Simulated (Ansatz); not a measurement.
Al2(SO4)3 (R-3, No. 148) was calculated with LDA (PAW; Ansatz, an electronic-structure program).

Numerical settings: plane-wave cutoff 520 eV, 6×6×6 k mesh, Fermi–Dirac smearing 0.01 eV, scalar-relativistic PAW data made under PBE.

Computed at the level's own relaxed cell.

Task: What does this level give for the band gap, equilibrium lattice constant a and lattice parameter c?

Result: 
band gap: 6.49 eV (on the SCF k mesh)
equilibrium lattice constant a: 7.954 Å
lattice parameter c: 21.316 Å

Note: the relaxation could not lower the start's symmetry, so the cell can be a saddle point above a distorted one.
